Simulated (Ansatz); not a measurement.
Checking a run of Ansatz (a first-principles code) on Ta (I4_1/amd, 2 atoms in the cell). The aim is a self-consistent single point with DFT, PBE, plane waves, default PAW files.

Cell that was meant: a = 3.8607 Å, b = 3.8607 Å, c = 3.8607 Å, α = 97.44°, β = 97.44°, γ = 137.81°.

Part of the input:

Ansatz 0.2 input:
```yaml
    - { symbol: Ta, position: [0.75000000, 0.25000000, 0.50000000] }
    - { symbol: Ta, position: [0.00000000, 0.00000000, 0.00000000] }
kpoints:
  mp_grid: { grid: [1, 1, 1] }
hamiltonian:
  xc: pbe
  pseudopotentials: { kind: paw }
```

Output, abridged:

```
WARN basis.ecutwfc = 420 eV, the default
WARN ansatz: RAYON_NUM_THREADS=1 ignored (pool sized by the plan → 1); use --threads N
   [... lines left out ...]
Bands: 17, of which v1, the nominal top of the filled ones, is band 13 counted from 1 (12 counted from 0)
Symmetry: 16 space group operations
Space group: I41/amd (ITA 141), of the structure as read, at distance tolerance 3.3e-5 Å
k-points: 1
Initial density: superposition of atomic densities (neutral atoms: chi_scale 0, normalization atom), corrected by the library's trained network
Initial wavefunctions: pseudopotential atomic-orbital guess
Eigensolver: davidson
Functional: x = pbe(κ = 0.804, μ = 0.2195149727645171), c = pbe(β = 0.06672455060314922)
SCF iter   1: F=—  HF=-19873.564184 eV  |F-HF|=—  |Δ(HF+E_count)|=         —  Δρ=1.15e-1  dr2=2.71e0  ethr=1.77e-3  ⟨swp⟩=5.0  Hψ=71  notcnv=0
all-band conjugate gradients solve this SCF's bands
preconditioner: auto → none
SCF iter   2: F=—  HF=-19872.912440 eV  |F-HF|=—  |Δ(HF+E_count)|=   6.52e-1  S|Δr|=    0.00e0  Δρ=5.33e-2  dr2=5.37e-1  ethr=1.77e-3  ⟨swp⟩=2.0  Hψ=34  notcnv=0
   [... lines left out ...]
SCF iter   5: F=—  HF=-19872.780278 eV  |F-HF|=—  |Δ(HF+E_count)|=   1.50e-5  S|Δr|=    0.00e0  Δρ=1.08e-4  dr2=2.13e-6  ethr=4.44e-7  ⟨swp⟩=2.0  Hψ=22  notcnv=0
SCF iter   6: F=—  HF=-19872.780278 eV  |F-HF|=—  |Δ(HF+E_count)|=   1.97e-8  S|Δr|=    0.00e0  Δρ=1.19e-5  dr2=1.40e-8  ethr=3.85e-10  ⟨swp⟩=7.0  Hψ=79  notcnv=0
SCF iter   7: F=-19872.780278 eV  HF=-19872.780278 eV  |F-HF|=1.20e-10  |Δ(HF+E_count)|=   1.40e-8  S|Δr|=    0.00e0  Δρ=1.46e-6  dr2=3.99e-10  ethr=5.38e-11  ⟨swp⟩=2.0  Hψ=51  notcnv=0
SCF 1 converged in 7 iterations: F = -19872.780278 eV  dr2 = 3.99e-10
Stability not checked (fill_not_monotonic)
Free energy (F): -19872.780278 eV
Internal energy: -19872.780278 eV  (E = F + TS)
E sigma→0 (E₀):  -19872.780278 eV
Fermi energy:    20.879395 eV
--- Forces (eV/Å), atoms counted from 1 ---
  atom   1  Ta     0.00000000     0.00000000    -0.00000000
  atom   2  Ta     0.00000000     0.00000000     0.00000000
--- Stress (GPa, compression-positive) ---
       14.896080       0.000000      -0.000000
        0.000000      14.896080       0.000000
        0.000000       0.000000    -111.831339
  P = ⅓ Tr σ = -27.3464 GPa (-273.464 kbar)
  The stress holds the Pulay correction. Without it, at fixed plane waves, as pw.x and ABINIT print it: P = -27.3833 GPa
```

**Question.** Is anything amiss in this input, and did it matter?

**Answer.** The run is not sound. The fault is a single k-point for a small metallic cell. One k-point cannot sample the Fermi surface of a small cell. To fix it, use a converged k-point mesh. The run converged in 7 iterations without an error; against the sound input the free energy falls by 4.99 eV/atom and the pressure goes from 16.31 to -27.35 GPa.

An input that runs soundly differs in these lines (not the only fix; some lines may just follow from the change or write a value another way):
```diff
-  mp_grid: { grid: [1, 1, 1] }
+  mp_grid: { grid: [9, 9, 9] }
```

With that input, the run converged in 6 iterations: free energy E − TS (on the zero of these files) -19862.8086 eV; Fermi level (on the code's own zero) 19.00 eV; pressure 16.31 GPa (DFT, PBE, plane waves, default PAW files).

On the sound input: the starting cell was generated: these elements placed on a structure prototype, without a prior relaxation; it need not be a known phase or ordering of this composition. Its lattice was rescaled by a random factor within 2.5 % of one. Spin-orbit coupling is off. Spin polarisation is off. With a pressure of about 16 GPa the cell is away from its equilibrium volume at this level. Ansatz's pressure includes its estimate of the finite-basis (Pulay) stress.
